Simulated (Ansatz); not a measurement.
Consider the following.

```yaml
crystal:
  lattice:
    - [4.14713, 0.00000, 0.00000]
    - [2.07356, 3.59152, 0.00000]
    - [0.00000, 0.00000, 17.16937]
  atoms:
    - { symbol: Te, position: [0.00000, 0.00000, 0.00000] }
    - { symbol: Ge, position: [0.66667, 0.66667, 0.10008] }
    - { symbol: Ge, position: [0.33333, 0.33333, 0.89992] }
    - { symbol: Te, position: [0.33333, 0.33333, 0.19802] }
    - { symbol: Te, position: [0.66667, 0.66667, 0.80198] }
    - { symbol: Sb, position: [0.00000, 0.00000, 0.31654] }
    - { symbol: Sb, position: [0.00000, 0.00000, 0.68346] }
    - { symbol: Te, position: [0.66667, 0.66667, 0.41875] }
    - { symbol: Te, position: [0.33333, 0.33333, 0.58125] }
```

No spin polarisation.

Level of theory: DFT with PBEsol, PAW potentials and a 420 eV plane-wave cutoff in Ansatz (a program for electronic structure), spin-orbit coupling left out, earlier PAW set. Γ-centred 9×9×2 mesh, Fermi–Dirac width 0.05 eV.

Task: Estimate the pressure (mean of the normal stresses, compression positive).

Result: 1.0 GPa.

Task: Predict the space group.

Result: P-3m1 (No. 164).

Task: What band gap does the calculation give?

Result: Zero.

A case with no gap was solved on a k-mesh chosen for an insulator, which is coarse for it. With Sb and Te present, leaving out spin-orbit coupling can change the band edges. The cells carry an imposed strain or load. Whether these cells are dynamically stable was not tested. All final runs are without spin polarisation. The cell was made from Ge2Sb2Te5 (space group P-3m1, No. 164) by this change: biaxial strain −1.81 %, plane normal [001], relaxed out of plane. The zero or small gap of Ge2Sb2Te5 can change with the level of theory.
